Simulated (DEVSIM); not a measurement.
Device: Si p-i-n diode, at 300 K.

Layer 1 from the left is Si, thickness (μm) 0.660, Na (cm⁻³) 9.2e18, τn (s) 8.1e-6, τp (s) 2.7e-6. Layer 2 from the left is Si, thickness (μm) 19.0, Nd (cm⁻³) 3.8e12, τn (s) 2.7e-6, τp (s) 2.7e-6. Layer 3 from the left is Si, thickness (μm) 0.870, Nd (cm⁻³) 1.1e19, τn (s) 2.7e-6, τp (s) 2.7e-6.

Left contact: ohmic. Right contact: ohmic. Voltage is applied to the left contact. Recombination: SRH at mid-gap. Gap narrowing is on: ΔEg = 6.92 meV × (l + √(l² + 0.5)), l = ln(N/1.3e17 cm⁻³), shared equally by both band edges. Mobility is μmin + (μ − μmin)/(1 + (N/Nref)^α).

The device is made up for the run: typed textbook-type constants, with dimensions and the other settings drawn at random. Values at 300 K.

Si: gap (eV) 1.124, affinity (eV) 4.05, permittivity 11.7, Nc (cm⁻³) 2.86e19, Nv (cm⁻³) 3.1e19, μn (cm²/Vs) 1417, μp (cm²/Vs) 470, μn,min 52, μp,min 45, Nref,n 9.7e16, Nref,p 2.2e17, αn 0.68, αp 0.72.

DEVSIM, 1D drift-diffusion, Boltzmann statistics, complete ionisation; no tunnelling, impact ionisation, image-force lowering or self-heating.

Question: What does the simulation give for the dark forward voltage at 100 A/cm², the potential step across the device at zero bias?

Answer: dark forward voltage at 100 A/cm² 0.833 V; potential step across the device at zero bias 1.007 V.
